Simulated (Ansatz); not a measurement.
A self-consistent single point of VBiO4 (I4_1/a, 12 atoms in the cell) with Ansatz (a first-principles code).

Method: revPBE, PAW files made with PBE (plane waves; Ansatz).

```yaml
crystal:
  lattice:
    - [-2.54518, 2.54518, 5.76013]
    - [2.54518, -2.54518, 5.76013]
    - [2.54518, 2.54518, -5.76013]
  atoms:
    - { symbol: V, position: [0.50000, 0.50000, 0.00000] }
    - { symbol: V, position: [0.25000, 0.75000, 0.50000] }
    - { symbol: Bi, position: [0.00000, 0.00000, 0.00000] }
    - { symbol: Bi, position: [0.75000, 0.25000, 0.50000] }
    - { symbol: O, position: [0.17085, 0.56190, 0.89101] }
    - { symbol: O, position: [0.31190, 0.92089, 0.89105] }
    - { symbol: O, position: [0.67089, 0.27984, 0.10899] }
    - { symbol: O, position: [0.02984, 0.42085, 0.10895] }
    - { symbol: O, position: [0.57915, 0.68810, 0.60899] }
    - { symbol: O, position: [0.43810, 0.32911, 0.60895] }
    - { symbol: O, position: [0.07911, 0.97016, 0.39101] }
    - { symbol: O, position: [0.72016, 0.82915, 0.39105] }
```

Reference input (self-consistent single point, DFT, revPBE, plane waves, PAW files made with PBE): basis.ecutwfc = 420 eV; kpoints.mp_grid.grid = 5 5 5; hamiltonian.xc = revpbe; hamiltonian.pseudopotentials = {kind: paw} (the program's default PAW files); scf.occupations.method = fermi_dirac; scf.occupations.width = 0.02 eV. This run's input differs from it in these lines:

Ansatz 0.2 input:
```diff
@@ -20,3 +20,3 @@
 basis:
-  ecutwfc: 420.0 eV
+  ecutwfc: 250.0 eV
 kpoints:
```

Output, abridged:

```
SCF iter   1: F=—  HF=-35194.013627 eV  |F-HF|=—  |Δ(HF+E_count)|=         —  Δρ=8.92e-2  dr2=1.62e1  ethr=3.10e-3  ⟨swp⟩=5.7  Hψ=4237  notcnv=0
all-band conjugate gradients solve this SCF's bands
preconditioner: auto → Resta (q_TF=auto, 2.569 Å⁻¹)
SCF iter   2: F=—  HF=-35192.220063 eV  |F-HF|=—  |Δ(HF+E_count)|=    1.79e0  Δρ=4.94e-2  dr2=4.79e0  ethr=3.10e-3  ⟨swp⟩=2.0  Hψ=1642  notcnv=0  defer=164
   [... lines left out ...]
SCF iter   5: F=—  HF=-35191.559736 eV  |F-HF|=—  |Δ(HF+E_count)|=   5.25e-3  Δρ=3.62e-4  dr2=2.91e-4  ethr=3.53e-6  ⟨swp⟩=2.0  Hψ=1985  notcnv=0  defer=150
SCF iter   6: F=—  HF=-35191.560480 eV  |F-HF|=—  |Δ(HF+E_count)|=   7.44e-4  Δρ=1.31e-4  dr2=3.12e-5  ethr=2.80e-7  ⟨swp⟩=2.0  Hψ=1908  notcnv=0  defer=150
SCF iter   7: F=—  HF=-35191.560524 eV  |F-HF|=—  |Δ(HF+E_count)|=   4.45e-5  Δρ=3.05e-5  dr2=1.36e-6  ethr=3.00e-8  ⟨swp⟩=2.0  Hψ=1962  notcnv=0  defer=150
SCF iter   8: F=-35191.560525 eV  HF=-35191.560525 eV  |F-HF|=2.11e-8  |Δ(HF+E_count)|=   1.08e-6  Δρ=8.94e-6  dr2=9.20e-8  ethr=9.62e-11  ⟨swp⟩=10.5  Hψ=6225  notcnv=0
SCF 1 converged in 8 iterations: F = -35191.560525 eV  dr2 = 9.20e-8
Free energy (F): -35191.560525 eV
Internal energy: -35191.560525 eV  (E = F + TS)
E sigma→0 (E₀):  -35191.560525 eV
Fermi energy:    10.504054 eV
--- Forces (eV/Å), atoms counted from 1 ---
  atom   1  V     -0.00000000     0.00000000     0.00000000
  atom   2  V     -0.00000000     0.00000000     0.00000000
  atom   3  Bi    -0.00000000     0.00000000     0.00000000
  atom   4  Bi    -0.00000000     0.00000000     0.00000000
  atom   5  O      0.36988418    -0.56951008    -0.45775097
  atom   6  O      0.56951008     0.36988418    -0.45775097
  atom   7  O     -0.36988418     0.56951008    -0.45775097
  atom   8  O     -0.56951008    -0.36988418    -0.45775097
  atom   9  O     -0.36988418     0.56951008     0.45775097
   [... lines left out ...]
  atom  12  O      0.56951008     0.36988418     0.45775097
--- Stress (GPa, compression-positive) ---
       12.858771       0.000000       0.000000
       -0.000000      12.858771      -0.000000
        0.000000      -0.000000      12.222129
  P = ⅓ Tr σ = 12.6466 GPa (126.466 kbar)
  The stress holds the Pulay correction. Without it, at fixed plane waves, as pw.x and ABINIT print it: P = -60.9614 GPa
```

The run converged in 8 iterations. Against the reference run the free energy rises by 1.13 eV/atom, the pressure goes from 10.80 to 12.65 GPa, the largest force goes from 0.217 to 0.819 eV/Å and the gap on the mesh goes from 2.249 to 2.382 eV.

The starting cell comes from a database of computed structures (which also holds hypothetical and non-ambient phases and stackings), without a prior relaxation at this level. Its lattice was rescaled by a random factor within 2.5 % of one. Spin-orbit coupling is off. Ansatz's pressure includes its estimate of the finite-basis (Pulay) stress. Without the estimate this run gives -60.96 GPa. The cutoff lies below the one recommended for these files.
